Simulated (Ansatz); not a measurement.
The starting structures come from a database of crystals and need not be the phases stable at ambient conditions.

 Where the default PAW files enter, the runs use the earlier of Ansatz's two default sets.

Input:

```xyz
6
Lattice="2.7474 0.0000 0.0000 0.0000 4.3178 0.0000 0.0000 0.0000 4.2332" Properties=species:S:1:pos:R:3 pbc="T T T"
Si     1.3737     2.1589     2.1166
Si     0.0000     0.0000     0.0000
O      0.0000     2.9929     2.9343
O      0.0000     1.3249     1.2989
O      1.3737     0.8340     3.4155
O      1.3737     3.4838     0.8177
```

Space group of this cell: Pnnm. The cell is strained (lengths across the current scaled by 1.02, ions clamped); by r2SCAN its mean pressure is -20.9 GPa.

Transport runs along the normal of the first two printed cell vectors.

No gap correction and no spin-orbit coupling; mid-gap values are interpolated between computed energies.

Task: Predict the band gap and the smallest decay constant κ at mid-gap from r2SCAN in Ansatz (an electronic-structure program).

Result: Gap 5.23 eV on a 12×8×8 mesh; κ = 0.382 1/Å, at the zone centre.
